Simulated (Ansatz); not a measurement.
## Band edges of rocksalt MgSe (Fm-3m) under uniaxial stress along [110]

Cell and atoms are relaxed with PBEsol to each stress (compression positive); bands and masses by PBEsol with spin-orbit coupling, rigid bands (plane waves, PAW; Ansatz, a quantum-chemistry and plane-wave program). Strains are changes of length against the unloaded cell.

MgSe is taken in the cubic space group Fm-3m (No. 225), the rock salt structure, Pearson symbol cF8. Conventional cell: a = b = c = 5.450 Å, α = β = γ = 90.00°. Mg on 4a is surrounded by 6 Se at 2.725 Å (octahedral). Se on 4b is surrounded by 6 Mg at 2.725 Å (octahedral). (Neighbours: up to the widest gap in distance over summed covalent radii, below 1.35, at either atom; cation-cation and far metal-metal contacts left out.)
(The calculation used a cell of 2 atoms; values per cell refer to that cell.)

| stress (GPa) | strain [110] (%) | strain [1−10] (%) | strain [00−1] (%) | gap (eV) | mean mₑ* |
|---|---|---|---|---|---|
| -2.00 | 1.97 | -0.45 | -0.41 | 1.486 | 0.30 |
| -1.00 | 0.96 | -0.23 | -0.19 | 1.570 | 0.30 |
| 0 | 0 | 0 | 0 | 1.636 | 0.29 |
| 1.00 | -0.91 | 0.23 | 0.17 | 1.603 | 0.29 |
| 2.00 | -1.77 | 0.47 | 0.34 | 1.567 | 0.30 |

[110] is the direction of the load. Masses are conductivity masses at 300 K in electron masses, harmonic means over x, y and z.

Problem. From the two loads next to zero, find the Young modulus and the ratio of transverse to axial strain, taking [1−10].

Solution. Between -1.00 and 1.00 GPa the strain along [110] changes by -1.87 % and that along [1−10] by 0.46 %. The modulus is 2.00/0.0187 = 107 GPa and the ratio of the strains 0.25 (PBEsol, atoms relaxed).

Problem. How fast does the gap move on either side of zero load?

Solution. Under tension, (1.570 − 1.636) eV over -1.00 GPa = 66 meV/GPa, or about -6.9 eV per unit strain; under compression, (1.567 − 1.636) eV over 2.00 GPa = -34 meV/GPa, or about 3.9 eV per unit strain. The two slopes part by 100 meV/GPa; gaps are resolved to about 0.01 eV, which allows 15 meV/GPa, so they differ, even in sign: the gap has a turning point near zero load.

Masses are those of dilute carriers in rigid bands with one relaxation time, without polarons. Third decimals of gaps are kept for the arithmetic. Every relaxation keeps the rocksalt phase (space group Immm under this load), so a transition, a distortion that breaks the symmetry or fracture can't show.
